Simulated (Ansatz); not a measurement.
## NbSi2 (P6₂22, No. 180): properties by level of theory

```csv
level (code),lattice parameter a (Å),c axis length (Å)
LDA (Ansatz),4.745,?
PBE (Ansatz),4.813,6.612
PBEsol (Ansatz),4.770,6.570
PBE-D3(BJ) (Ansatz),4.750,?
r²SCAN (Ansatz),4.796,6.580
```

Problem. Some entries are withheld; supply them.

Solution. 
- LDA (Ansatz, a program for electronic structure), c axis length (Å): 6.534
- PBE-D3(BJ) (Ansatz), c axis length (Å): 6.547

Ansatz's density-functional and Hartree–Fock values are scalar-relativistic unless marked +SOC, with PAW data made under PBE.

The computed numbers hold no vibrational or temperature effects.
